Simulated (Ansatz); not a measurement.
Take RbBr in the rock salt structure (space group Fm-3m, No. 225; a = 7.0177 Å) as the base.

Computed with PBE/PAW in Ansatz (an electronic-structure program), no spin-orbit coupling.

Strains are applied to the cell and any free atomic positions relax.

One change was made to it. Results:

```json
[
 {"quantity": "gap character", "base": "direct at Γ", "after": "direct at Γ"},
 {"quantity": "energy relative to the base (free energy F)", "base": "0 meV/atom", "after": "+6.2 meV/atom"},
 {"quantity": "mean gap deformation potential ΔEg/Δln V", "base": "–", "after": "-2.4 eV"},
 {"quantity": "electron mass", "base": "0.39 mₑ (at Γ)", "after": "0.37 mₑ (at Γ)"}
]
```

Which change produced these results?
A) isotropic strain −2.00 %
B) isotropic strain +2.50 %
C) isotropic strain −0.50 %

A, isotropic strain −2.00 %. For comparison, the energy relative to the base in the other runs: isotropic strain −0.50 % gives +0.4 meV/atom; isotropic strain +2.50 % gives +8.1 meV/atom.

Effective masses come from finite differences of ±0.01 Å⁻¹. Stability against distortions was not tested.
